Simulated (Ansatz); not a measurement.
The reference is TiO₂ in the anatase structure (space group I4_1/amd, No. 141; a = 3.770 Å, c = 9.552 Å). Axes: x, y, z lie along a, b, c of the conventional cell.

Levels (all Ansatz, a first-principles code, PAW): PBEsol (420 eV, without spin-orbit coupling); r2SCAN (500 eV, no SOC).

Its gap is 2.11 eV with PBEsol and 2.54 eV with r2SCAN.

Now apply this change: uniaxial stress, 8 GPa tension along z; all other stress components relax to zero.

With PBEsol the gap becomes 2.41 eV.

Question: If the r2SCAN correction stayed the same, what would the r2SCAN gap be, and what does the r2SCAN run give?

Answer: A rigid correction of +0.43 eV gives 2.84 eV. The r2SCAN run gives 2.85 eV, so the two effects roughly add.

Single points use the geometry relaxed with PBEsol. Load acts through the strain it causes; cell and atoms are relaxed under it. Stability under load was not tested beyond the relaxation. The final runs are not spin-polarised.
